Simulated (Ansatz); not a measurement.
# The (100) surface of alpha tin, from a spin-polarised start, p(2x1) symmetric dimers (bottom of the slab: dihydride, held)

Computed with PBE (plane waves to 420 eV, PAW; Ansatz, a first-principles code).

Set-up: 20 atoms, 12.6 Å thick at the start with caps and adatoms (thin: gaps and levels are the slab's own); mesh 3x6x1; 0.025 eV smearing; dipole correction on; 8 atoms held, the rest relaxed; held to the start's symmetry, so lower structures may exist; spin-polarised from one start with parallel moments (other orders not tried), no spin-orbit, no U. The slab shows no gap on its mesh. The starting moment vanished. In PBE it lies 0.19 eV a 1x1 cell over the lowest computed structure of the same composition (p(2x2) alternately buckled dimers).

```yaml
work_function_of_the_top_face: 4.29 eV
energy_released_by_relaxation: 0.058 eV
cost: very roughly 18 core-minutes
```
